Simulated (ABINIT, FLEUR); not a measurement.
A FLEUR input for a self-consistent single point of Ba3ZnN2O (P4/mmm, 7 atoms in the cell) (DFT, PBEsol, all-electron FLAPW (FLEUR), scalar-relativistic valence):

Input of the input generator:

```
Ba3ZnN2O
&input film=f /
4.0908430000 0.0000000000 0.0000000000
0.0000000000 4.0908430000 0.0000000000
0.0000000000 0.0000000000 9.1608720000
1.8897261246
1.0 1.0 1.0

7
56 0.0000000000 0.0000000000 0.2178800000
56 0.0000000000 0.0000000000 0.7821200000
56 0.5000000000 0.5000000000 0.5000000000
30 0.5000000000 0.5000000000 0.0000000000
7 0.5000000000 0.5000000000 0.8005400000
7 0.5000000000 0.5000000000 0.1994600000
8 0.0000000000 0.0000000000 0.5000000000

&comp jspins=1 /
&exco xctyp='PBEs' /
&kpt div1=6 div2=6 div3=3 gamma=t /
&end /
```

```xml
<?xml version="1.0" encoding="UTF-8" standalone="no"?>
<fleurInput fleurInputVersion="0.39">
   <comment>
      Ba3ZnN2O                                                                                            
   </comment>
   <calculationSetup>
      <cutoffs Kmax="4.7" Gmax="16.4" GmaxXC="16.4" numbands="0"/>
      <scfLoop itmax="60" minDistance="0.00001" maxIterBroyd="15" imix="Anderson" alpha="0.05" precondParam="0.0" spinf="2.0"/>
      <coreElectrons ctail="T" frcor="F" kcrel="0" coretail_lmax="0"/>
      <xcFunctional name="PBEs" relativisticCorrections="F"/>
      <magnetism jspins="1"/>
      <soc l_soc="F" theta="0.0" phi="0.0" spav="F"/>
      <expertModes spex="0" secvar="F"/>
      <geometryOptimization l_f="T" forcealpha="1.0" forcemix="BFGS" epsdisp="0.00001" epsforce="0.00001"/>
      <ldaU l_linMix="F" mixParam="0.05" spinf="1.0"/>
   </calculationSetup>
   <cell>
      <bzIntegration valenceElectrons="58.0" mode="hist" fermiSmearingEnergy="0.00073499">
         <kPointListSelection listName="default-1"/>
         <!-- k-points included here -->
         <xi:include xmlns:xi="http://www.w3.org/2001/XInclude" href="kpts.xml"> </xi:include>
      </bzIntegration>
      <!-- symmetry operations included here -->
      <xi:include xmlns:xi="http://www.w3.org/2001/XInclude" href="sym.xml"> </xi:include>
      <bulkLattice scale="1.0">
         <bravaisMatrix>
            <row-1>    7.7305728887370364     0.0000000000000000     0.0000000000000000</row-1>
            <row-2>    0.0000000000000000     7.7305728887370364     0.0000000000000000</row-2>
            <row-3>    0.0000000000000000     0.0000000000000000    17.3115391425166507</row-3>
         </bravaisMatrix>
      </bulkLattice>
   </cell>
   <atomSpecies>
      <species name="Barium (Ba)" element="Ba" atomicNumber="56">
         <mtSphere radius="2.68" gridPoints="925" logIncrement="0.014"/>
         <atomicCutoffs lmax="10" lnonsphr="8"/>
         <electronConfig flipSpins="F">
            <coreConfig>(1s1/2) (2s1/2) (2p1/2) (2p3/2) (3s1/2) (3p1/2) (3p3/2) (4s1/2) (3d3/2) (3d5/2) (4p1/2) (4p3/2) (4d3/2) (4d5/2)</coreConfig>
            <valenceConfig>(5s1/2) (5p1/2) (5p3/2) (6s1/2)</valenceConfig>
         </electronConfig>
         <energyParameters s="6" p="6" d="5" f="4"/>
         <lo type="SCLO" l="0" n="5" eDeriv="0"/>
         <lo type="SCLO" l="1" n="5" eDeriv="0"/>
      </species>
      <species name="Zinc (Zn)" element="Zn" atomicNumber="30">
         <mtSphere radius="2.06" gridPoints="711" logIncrement="0.017"/>
         <atomicCutoffs lmax="8" lnonsphr="6"/>
         <electronConfig flipSpins="F">
            <coreConfig>(1s1/2) (2s1/2) (2p1/2) (2p3/2) (3s1/2) (3p1/2) (3p3/2)</coreConfig>
            <valenceConfig>(4s1/2) (3d3/2) (3d5/2)</valenceConfig>
         </electronConfig>
         <energyParameters s="4" p="4" d="3" f="4"/>
         <lo type="HELO" l="2" n="4" eDeriv="0"/>
      </species>
      <species name="Nitrogen (N)" element="N" atomicNumber="7">
         <mtSphere radius="1.17" gridPoints="405" logIncrement="0.025"/>
         <atomicCutoffs lmax="6" lnonsphr="4"/>
         <electronConfig flipSpins="F">
            <coreConfig>(1s1/2)</coreConfig>
            <valenceConfig>(2s1/2) (2p1/2) (2p3/2)</valenceConfig>
            <stateOccupation state="(2p1/2)" spinUp="0.5" spinDown="0.5"/>
            <stateOccupation state="(2p3/2)" spinUp="1.0" spinDown="1.0"/>
         </electronConfig>
         <energyParameters s="2" p="2" d="3" f="4"/>
      </species>
      <species name="Oxygen (O)" element="O" atomicNumber="8">
         <mtSphere radius="1.65" gridPoints="569" logIncrement="0.019"/>
         <atomicCutoffs lmax="6" lnonsphr="4"/>
         <electronConfig flipSpins="F">
            <coreConfig>(1s1/2)</coreConfig>
            <valenceConfig>(2s1/2) (2p1/2) (2p3/2)</valenceConfig>
            <stateOccupation state="(2p1/2)" spinUp="0.6666666666667" spinDown="0.6666666666667"/>
            <stateOccupation state="(2p3/2)" spinUp="1.3333333333333" spinDown="1.3333333333333"/>
         </electronConfig>
         <energyParameters s="2" p="2" d="3" f="4"/>
      </species>
   </atomSpecies>
   <atomGroups>
      <atomGroup species="Barium (Ba)">
         <relPos label="                   1">.0000000000 .0000000000 .2178800000</relPos>
         <relPos label="                   2">.0000000000 .0000000000 -.2178800000</relPos>
         <force calculate="T" relaxXYZ="TTT"/>
      </atomGroup>
      <atomGroup species="Barium (Ba)">
         <relPos label="                   3">1.000/2.000 1.000/2.000 1.000/2.000</relPos>
         <force calculate="T" relaxXYZ="TTT"/>
      </atomGroup>
      <atomGroup species="Zinc (Zn)">
         <relPos label="                   4">1.000/2.000 1.000/2.000 .0000000000</relPos>
         <force calculate="T" relaxXYZ="TTT"/>
      </atomGroup>
      <atomGroup species="Nitrogen (N)">
         <relPos label="                   5">1.000/2.000 1.000/2.000 -.1994600000</relPos>
         <relPos label="                   6">1.000/2.000 1.000/2.000 .1994600000</relPos>
         <force calculate="T" relaxXYZ="TTT"/>
      </atomGroup>
      <atomGroup species="Oxygen (O)">
         <relPos label="                   7">.0000000000 .0000000000 1.000/2.000</relPos>
         <force calculate="T" relaxXYZ="TTT"/>
      </atomGroup>
   </atomGroups>
   <output dos="F" band="F" slice="F">
      <checks vchk="F" cdinf="F"/>
      <bandDOS minEnergy="-.5*Htr" maxEnergy="0.5*Htr" sigma="0.015" storeEVData="T"/>
      <vacuumDOS vacdos="F" integ="F" star="F" nstars="0" locx1="0.0" locy1="0.0" locx2="0.0" locy2="0.0" nstm="0" tworkf="0.0"/>
      <unfoldingBand unfoldBand="F" supercellX="1" supercellY="1" supercellZ="1"/>
      <plotting iplot="0" polar="F">
         <plot TwoD="T" vec1="  1.0  0.0  0.0" vec2="  0.0  1.0  0.0" vec3="  0.0  0.0  1.0" zero="  0.0  0.0  0.0" file="plot"/>
      </plotting>
      <chargeDensitySlicing numkpt="0" minEigenval="0.0" maxEigenval="0.0" nnne="0" pallst="F"/>
      <specialOutput eonly="F"/>
      <magneticCircularDichroism mcd="F" energyLo="-10.0" energyUp="0.0"/>
   </output>
  <!-- We include the file relax.xml here to enable relaxations (see documentation) -->
  <xi:include xmlns:xi="http://www.w3.org/2001/XInclude" href="relax.xml"> <xi:fallback/> </xi:include>
</fleurInput>
```

Write the same calculation as an input for ABINIT.

This is the input that was run; spellings and numerical settings could be chosen otherwise.

```
# Ba3ZnN2O, JTH v2.0 PBE PAW
pp_dirpath "./"
pseudos "Ba.GGA_PBE-JTH.xml, Zn.GGA_PBE-JTH.xml, N.GGA_PBE-JTH.xml, O.GGA_PBE-JTH.xml"
acell 4.0908430000 4.0908430000 9.1608720000 Angstrom
rprim
         1.0000000000    0.0000000000    0.0000000000
         0.0000000000    1.0000000000    0.0000000000
         0.0000000000    0.0000000000    1.0000000000
natom 7
ntypat 4
znucl 56 30 7 8
typat 1 1 1 2 3 3 4
xcart
         0.0000000000    0.0000000000    3.7718381484
         0.0000000000    0.0000000000   13.5397009943
         3.8652864444    3.8652864444    8.6557695714
         3.8652864444    3.8652864444    0.0000000000
         3.8652864444    3.8652864444   13.8585795453
         3.8652864444    3.8652864444    3.4529595974
         0.0000000000    0.0000000000    8.6557695714
ecut 30
pawecutdg 60
pawovlp -1
pawxcdev 0
ixc -116133
occopt 3
tsmear 0.02 eV
nband 37
kptopt 1
ngkpt 6 6 3
nshiftk 1
shiftk 0 0 0
nstep 100
toldfe 1.0e-09
prtwf 0
prtden 0
prtvol 1
enunit 1
```

Basis, cutoffs, solver keys and any potentials are the target program's own. This input uses DFT, PBEsol, plane waves, PAW (JTH v2.0 PBE PAW, files made for PBE).

The starting cell comes from a database of computed structures (which also holds hypothetical and non-ambient phases and stackings), without a prior relaxation at this level. Its lattice was rescaled by a random factor within 2.5 % of one.
